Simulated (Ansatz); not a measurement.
Consider SnO in the litharge type structure (space group P4/nmm, No. 129; a = 3.793 Å, c = 4.764 Å; layered, stacked along the Cartesian z axis).

Calculations: r2SCAN+rVV10 (Ansatz, an electronic-structure program; PAW; 500 eV plane waves; spin-orbit coupling left out), earlier PAW set.

One change was made to it. Results:

The lattice parameter a decreases by 0.247 Å (3.793 Å → 3.546 Å); the c/a ratio falls by 0.113 (1.256 → 1.143).

Task: Name the change that was made.
(A) pressure −2 GPa
(B) pressure 30 GPa
(C) pressure 4.5 GPa
(D) pressure −1 GPa

Result: B, pressure 30 GPa. For comparison, the lattice parameter a in the other runs: pressure −1 GPa gives 3.805 Å; pressure 4.5 GPa gives 3.732 Å; pressure −2 GPa gives 3.816 Å.

The mesh was chosen for an insulator and is coarse for the gapless case. Load acts through the strain it causes; cell and atoms are relaxed under it. No phonon test of stability was made. Competing high-pressure phases were not computed. The final runs are not spin-polarised.
